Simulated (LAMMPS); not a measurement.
Melts of Au (fcc) with 25 % of Au sites Ni cooled to 300 K at several rates.

All values are model results, not measurements: classical MD, pair style eam, the elements' _u3.eam files (universal-3 set of Foiles, Baskes and Daw) (LAMMPS).

| cooling rate (K/s) | energy above the crystal | state | density | coordination number of Au by Ni | rough cost |
|---|---|---|---|---|---|
| 1e+12 | 0.018 eV/atom | glass | 16.9 g/cm³ (one sample) | 3.08 (counted to 3.54 Å) | 26 core-minutes |
| 1e+13 | 0.021 eV/atom | glass | 16.9 g/cm³ (one sample) | 3.06 (counted to 3.50 Å) | 8 core-minutes |
| 1e+14 | - | glass | 16.9 g/cm³ (one sample) | 3.02 (counted to 3.50 Å) | 4 core-minutes |

Costs are rough and include melting and analysis.
